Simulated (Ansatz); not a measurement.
System: L1₂ (Cu3Au-type) Ni₃Al. Method: RPBE (Ansatz, a first-principles code, PAW).

Numerical settings: plane-wave cutoff 520 eV, 16×16×16 k mesh, Fermi–Dirac smearing 0.05 eV, spin-polarised with parallel moments, scalar-relativistic PAW data made under PBE.

The cell is scaled about its equilibrium volume:

| V (Å³/atom) | P (GPa) | moment (μB per cell of 4 atoms) |
|---|---|---|
| 10.947 | 11.96 | 0.72 |
| 11.180 | 7.52 | 0.73 |
| 11.413 | 3.55 | 0.74 |
| 11.646 | 0.00 | 0.75 |
| 11.879 | -3.17 | 0.76 |
| 12.112 | -6.01 | 0.77 |
| 12.345 | -8.54 | 0.78 |

Note: moments this small hang on the smearing and the k mesh.
